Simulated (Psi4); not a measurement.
Psi4 1.11, BP86/def2-svp: Y(F)(OSiH3)2 ([F][Y]([O][SiH3])[O][SiH3]), 12 atoms. The geometry is a generated start, not checked to be a minimum at this level.

```
Property                                             Result
--------------------------  -------------------------------
task                                                 energy
method                                                 bp86
basis                                              def2-svp
memory                                                 3 GB
maxiter                                                 100
keys of the molecule block                      symmetry c1
scf_type                                       df (default)
diis_max_vecs                                  10 (default)
e_convergence                               1e-06 (default)
d_convergence                               1e-06 (default)
dft_radial_points                              75 (default)
dft_spherical_points                          302 (default)
effective core potentials   those of the basis set, past Kr
basis functions                                         139
grid points                                          258812
```

```xyz
12

Y      0.8327     1.1623     0.5258
F     -0.0029     2.3438     1.8025
O      0.1978     1.5102    -1.2945
Si    -1.4218     1.4990    -1.4114
H     -1.9430     0.8875    -0.1158
H     -1.7776     0.6814    -2.5769
H     -1.8964     2.8794    -1.5837
O      0.6337    -0.7362     1.0185
Si     1.2149    -2.2421     0.9264
H      0.1188    -3.1502     1.2645
H      2.3284    -2.3550     1.8872
H      1.7157    -2.4801    -0.4425
```

Charge 0 and multiplicity 1 are set for this test and not shown to be the ground state.

With the defaults (diis = true, scf_initial_accelerator = adiis, damping_percentage = 0, guess = auto, which took SAD, level_shift = 0, level_shift_cutoff = 0.01, soscf = false) it converges in 11 SCF iterations. One run each on 2 threads, with these changes:
- level_shift = 0.1, level_shift_cutoff = 0.001
- scf_initial_accelerator = ediis
- guess = huckel
- guess = sap
- soscf = true
- guess = core
- guess = modhuckel
- level_shift = 0.5, level_shift_cutoff = 0.001
- diis = false, scf_initial_accelerator = none, damping_percentage = 60

Task: Which runs fail or end elsewhere than the default run?

Result: No convergence: diis = false, scf_initial_accelerator = none, damping_percentage = 60 (the run ends without SCF convergence in 100 iterations). The rest reach the solution of the defaults.

```tsv
setting	SCF iterations	JK calls	end
soscf = true	7	23	same solution
level_shift = 0.5, level_shift_cutoff = 0.001	10	11	same solution
level_shift = 0.1, level_shift_cutoff = 0.001	10	11	same solution
the defaults	11	12	same solution
guess = modhuckel	11	42	same solution
guess = huckel	11	42	same solution
scf_initial_accelerator = ediis	11	12	same solution
guess = core	17	17	same solution
guess = sap	20	20	same solution
diis = false, scf_initial_accelerator = none, damping_percentage = 60	100	101	no convergence
```

An SOSCF iteration holds several JK calls; a Hückel guess adds calls on atoms. 1 further run of the study ended by our limits or in an error and is left out.
